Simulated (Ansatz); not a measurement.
The parent structure is BP in the zinc blende structure (space group F-43m, No. 216; a = 4.5202 Å).

Computed with Ansatz (an electronic-structure program) PBEsol, no spin-orbit coupling.

Base values:

| Item | Value |
|---|---|
| Hole mass | 0.25, 0.25, 0.34 mₑ (at Γ) |
| Pressure | -0.01 GPa |
| Band gap | 1.11 eV |
| Width of the top valence band | 5.60 eV |

The change: the cell is scaled by 0.9800 in all directions; the atoms relax in the strained cell.

### Question
What does the calculation give for the hole mass, pressure, energy relative to the base, band gap and width of the top valence band after the change?

### Answer
The hole mass (degenerate bands, along [100]) becomes 0.24, 0.24, 0.38 mₑ (at Γ) (base: 0.25, 0.25, 0.34 mₑ (at Γ)); the pressure increases by 11.51 GPa to 11.50 GPa; the energy goes up by 23 meV/atom; the band gap falls by 0.087 eV, from 1.11 eV to 1.03 eV; the width of the top valence band goes up by 0.36 eV (5.60 eV → 5.96 eV).

Masses are band curvatures over ±0.01 Å⁻¹ around the edge. No phonon test of stability was made.
